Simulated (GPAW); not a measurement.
```
CELL_PARAMETERS angstrom
      4.05543     2.34140     2.68570
     -4.05543     2.34140     2.68570
      0.00000    -4.68280     2.68570
ATOMIC_POSITIONS crystal
  Cs 0.50000 0.50000 0.50000
  Ru 0.00000 0.00000 0.00000
  F  0.24876 0.24876 0.91853
  F  0.75123 0.75123 0.08147
  F  0.91853 0.24876 0.24876
  F  0.08147 0.75123 0.75123
  F  0.24876 0.91853 0.24876
  F  0.75123 0.08147 0.75123
```
Moments meant for the start (each program seeds them in its own way; μB, in the order of the atoms Cs Ru F F F F F F): 0.0 2.0 0.0 0.0 0.0 0.0 0.0 0.0.

Method of the run: LDA (Perdew-Wang 92)+U, GPAW PAW datasets LDA (gpaw-data 1.0.1) (plane waves; GPAW 25.7.0).

The set-up and first iterations of a GPAW log for CsRuF6 (R-3m, 8 atoms in the cell):

```
Input parameters:
  convergence: {bands: -6,
                density: 1e-05}
  kpts: [3 3 3]
  maxiter: 120
  mode: {ecut: 900.0000000000001,
         name: pw}
  nbands: -8
  occupations: {fixmagmom: False,
                name: fermi-dirac,
                width: 0.05}
  setups: {Ru: :d,6.0}
  spinpol: True
  symmetry: {symmorphic: False,
             tolerance: 0.0005}

species:
  Cs:
    name: Caesium
    Z: 55.0
    valence: 9
    core: 46
    charge: 0.0
    file: Cs.LDA.gz

    # Using partial waves for Cs as LCAO basis

  Ru:
    name: Ruthenium
    Z: 44.0
    valence: 16
    core: 28
    charge: 0.0
    Hubbard: {U: 6.0,  # eV
              l: 2,
              scale: True}
    file: Ru.LDA.gz

    # Using partial waves for Ru as LCAO basis

  F:
    name: Fluorine
    Z: 9.0
    valence: 7
    core: 2
    charge: 0.0
    file: F.LDA.gz

    # Using partial waves for F as LCAO basis

Reference energy: -350951.432974  # eV

   [... lines left out ...]

Hamiltonian:
  XC and Coulomb potentials evaluated on a 80*80*80 grid
  External potential:
    NoExternalPotential

Number of atoms: 8
Number of atomic orbitals: 42
Number of bands in calculation: 42
Number of valence electrons: 67
Bands to converge: 36

Density initialized from atomic densities
  42 bands from LCAO basis set

Atomic positions and initial magnetic moments

Positions:
   0 Cs     0.000000    0.000000    4.028551    ( 0.0000,  0.0000,  0.0000)
   1 Ru     0.000000    0.000000    0.000000    ( 0.0000,  0.0000,  2.0000)
   2 F      0.000000   -3.136378    3.803114    ( 0.0000,  0.0000,  0.0000)
   3 F     -0.000000    3.136378    4.253989    ( 0.0000,  0.0000,  0.0000)
   4 F      2.716183    1.568189    3.803114    ( 0.0000,  0.0000,  0.0000)
   5 F     -2.716183   -1.568189    4.253989    ( 0.0000,  0.0000,  0.0000)
   6 F     -2.716183    1.568189    3.803114    ( 0.0000,  0.0000,  0.0000)
   7 F      2.716183   -1.568189    4.253989    ( 0.0000,  0.0000,  0.0000)

Unit cell:
           periodic     x           y           z      points  spacing
  1. axis:    yes    4.055427    2.341402    2.685701    40     0.1324
  2. axis:    yes   -4.055427    2.341402    2.685701    40     0.1324
  3. axis:    yes    0.000000   -4.682804    2.685701    40     0.1324

  Lengths:   5.398300   5.398300   5.398300
  Angles:   97.396078  97.396078  97.396074

Effective grid spacing dv^(1/3) = 0.1337
     iter     time        total  log10-change:  magmom
                         energy   eigst   dens
iter:   1 --:--:--   -39.969112   +0.14           +1.9969
iter:   2 --:--:--   -41.477965   -0.98  -1.28    +2.6991
iter:   3 --:--:--   -39.628465   -0.54  -1.31    +3.0201
iter:   4 --:--:--   -39.779296   -1.97  -1.56    +2.9715
iter:   5 --:--:--   -39.825115   -1.99  -1.53    +2.9892
iter:   6 --:--:--   -39.536178   -1.29  -1.85    +2.9959
iter:   7 --:--:--   -39.527046   -3.05  -2.22    +2.9970
iter:   8 --:--:--   -39.558195c  -2.99  -2.25    +3.0008
iter:   9 --:--:--   -39.594855   -2.46  -2.15    +3.0033
iter:  10 --:--:--   -39.541347   -1.70  -1.98    +3.0008
iter:  11 --:--:--   -39.537675   -3.68  -2.55    +3.0004
iter:  12 --:--:--   -39.552130c  -2.16  -2.54    +3.0001
iter:  13 --:--:--   -39.566250c  -1.59  -2.41    +3.0001
iter:  14 --:--:--   -39.531998   -2.51  -2.25    +3.0000
iter:  15 --:--:--   -39.532963   -2.36  -2.76    +3.0000
iter:  16 --:--:--   -39.531961c  -2.84  -2.77    +3.0000
iter:  17 --:--:--   -39.531301c  -3.57  -3.05    +3.0000
iter:  18 --:--:--   -39.531790c  -3.93  -3.40    +3.0000
iter:  19 --:--:--   -39.531303c  -3.84  -3.15    +3.0000
iter:  20 --:--:--   -39.533132c  -3.38  -3.45    +3.0000
```

How does the run end?

The run converged in 36 iterations. Its thresholds were met; that alone does not show that basis and mesh suffice. It ends on: free energy E − TS (from the program's reference atoms) -39.5317 eV; top of the valence band (on the code's own zero) -1.94 eV; gap on the k-point mesh 3.80 eV; largest force (vector length) 1.494 eV/Å; size of the cell's spin moment 3.00 μB; site moments (μB, in the program's spheres or projections) Cs 0.00, Ru 2.57, F 0.05, F 0.05, F 0.05, F 0.05, F 0.05, F 0.05. The log goes on:

```
   [... 7 lines left out ...]
iter:  28 --:--:--   -39.531680c  -5.78  -4.19    +3.0000
iter:  29 --:--:--   -39.531683c  -5.75  -4.20    +3.0000
iter:  30 --:--:--   -39.531678c  -6.13  -4.18    +3.0000
iter:  31 --:--:--   -39.531679c  -7.19  -4.41    +3.0000
iter:  32 --:--:--   -39.531680c  -7.56c -4.40    +3.0000
iter:  33 --:--:--   -39.531680c  -7.32  -4.43    +3.0000
iter:  34 --:--:--   -39.531680c  -7.74c -4.52    +3.0000
iter:  35 --:--:--   -39.531679c  -6.97  -4.65    +3.0000
iter:  36 --:--:--   -39.531679c  -8.05c -5.07c   +3.0000
Converged after 36 iterations.

Dipole moment: (0.000000, 0.000000, 0.000000) |e|*Ang

Total magnetic moment: (0.000000, 0.000000, 3.000000)
Local magnetic moments:
   0 Cs ( 0.000000,  0.000000, -0.000091)
   1 Ru ( 0.000000,  0.000000,  2.568392)
   2 F  ( 0.000000,  0.000000,  0.054137)
   3 F  ( 0.000000,  0.000000,  0.054137)
   4 F  ( 0.000000,  0.000000,  0.054137)
   5 F  ( 0.000000,  0.000000,  0.054137)
   6 F  ( 0.000000,  0.000000,  0.054137)
   7 F  ( 0.000000,  0.000000,  0.054137)

Energy contributions relative to reference atoms: (reference = -350951.432974)

Kinetic:        +17.668018
Potential:      -25.486464
External:        +0.000000
XC:             -31.057540
Entropy (-ST):   -0.000000
Local:           -0.655693
SIC:             +0.000000
--------------------------
Free energy:    -39.531679
Extrapolated:   -39.531679

Spin contamination: 0.133936 electrons
Showing only first 2 kpts
                      Up                     Down
   [... lines left out ...]
Fermi level: 0.31099
Gap: 3.803 eV
Direct gap: 3.836 eV
   [... lines left out ...]
  1 Ru    0.00000    0.00000   -0.00000
  2 F    -0.00000   -1.23002   -0.84789
  3 F     0.00000    1.23002    0.84789
  4 F     1.06523    0.61501   -0.84789
  5 F    -1.06523   -0.61501    0.84789
  6 F    -1.06523    0.61501   -0.84789
  7 F     1.06523   -0.61501    0.84789

Stress tensor:
     0.057341    -0.000000    -0.000000
    -0.000000     0.057341     0.000000
    -0.000000     0.000000     0.056490
Stress (GPa, Voigt): [ 9.1871  9.1871  9.0506  0.     -0.     -0.    ]
```

For comparison: a first run (DFT LDA (Perdew-Wang 92), plane waves, GPAW PAW datasets LDA (gpaw-data 1.0.1)) was changed to give this one (setups: default → {Ru: :d,6.0}), and from it to this one the largest force hardly changes (1.493 to 1.494 eV/Å), the gap on the mesh goes from 1.079 to 3.803 eV and the size of the net moment moves little (0.37 to 0.38 μB/atom).

The starting cell comes from a database of computed structures (which also holds hypothetical and non-ambient phases and stackings), without a prior relaxation at this level. Its lattice was rescaled by a random factor within 2.5 % of one. With one magnetic atom in the cell only a parallel order is possible. With U or open f shells several self-consistent states can exist. Forces in this geometry exceed 1 eV/Å.

The run was DFT LDA (Perdew-Wang 92)+U, plane waves, GPAW PAW datasets LDA (gpaw-data 1.0.1). Main settings of its input:

- spinpol: true
- mode: pw
- ecut: 900 eV
- xc: LDA
- setups: {Ru: :d,6.0}
- kpts: 3 3 3
- mesh shift (steps): 0 0 0
- occupations.name: fermi-dirac
- occupations.width: 0.05 eV
- nbands: -8
- convergence.density: 1e-05 e/electron
- convergence.bands: -6
